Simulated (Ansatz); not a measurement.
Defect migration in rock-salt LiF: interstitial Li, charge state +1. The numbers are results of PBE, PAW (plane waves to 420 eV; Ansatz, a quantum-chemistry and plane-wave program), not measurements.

Settings: 64 host sites, the relaxed PBE lattice, the Γ point alone, smearing 0.01 eV, spin-restricted, no image-charge correction. Energies are static. The charge state is imposed; whether it is stable for some Fermi level was not computed. Sites that were not tried may lie lower.

Barriers: single points on a 2×2×2 k-point mesh shifted by half a step at the bands' geometries.

The step: several atoms move together, Li the farthest. Atoms about the jump, Cartesian Å from the middle of the jump, before and after:

| atom | x0 | y0 | z0 | x1 | y1 | z1 |
|---|---|---|---|---|---|---|
| Li1 | 0.00 | 0.00 | 1.01 | 0.00 | 0.00 | -1.01 |
| F2 | -1.02 | 1.02 | 0.00 | -1.02 | 1.02 | 0.00 |
| F3 | 1.02 | -1.01 | 0.00 | 1.02 | -1.01 | 0.00 |
| Li4 | 1.26 | 1.27 | -0.24 | 1.26 | 1.27 | 0.24 |
| Li5 | -1.27 | -1.26 | -0.24 | -1.27 | -1.26 | 0.24 |
| F6 | 1.03 | 1.03 | -2.06 | 1.01 | 1.02 | -2.03 |
| F7 | 1.01 | 1.02 | 2.03 | 1.03 | 1.03 | 2.06 |
| F8 | -1.03 | -1.03 | -2.06 | -1.02 | -1.01 | -2.03 |
| F9 | -1.02 | -1.01 | 2.03 | -1.03 | -1.03 | 2.06 |
| Li10 | -1.03 | 1.03 | -2.05 | -1.25 | 1.26 | -2.28 |
| Li11 | 1.03 | -1.03 | -2.05 | 1.26 | -1.25 | -2.28 |
| Li12 | -1.25 | 1.26 | 2.28 | -1.03 | 1.03 | 2.05 |
| Li13 | 1.26 | -1.25 | 2.28 | 1.03 | -1.03 | 2.05 |

Question: Give the saddle-point geometry and the barrier.

Answer: 
```csv
atom,x,y,z
Li1,0.01,0.02,-0.01
F2,-1.20,1.21,0.00
F3,1.21,-1.19,0.00
Li4,1.48,1.49,0.00
Li5,-1.46,-1.46,0.00
F6,0.98,0.99,-1.78
F7,0.98,0.99,1.78
F8,-0.97,-0.97,-1.79
F9,-0.97,-0.97,1.79
Li10,-1.08,1.09,-2.07
Li11,1.09,-1.07,-2.07
Li12,-1.08,1.09,2.06
Li13,1.09,-1.08,2.06
```
It lies 0.53 eV above the start and 0.53 eV above the end. The saddle point's order was not checked, and it lies on a symmetry element of the cell, where a band can be held.
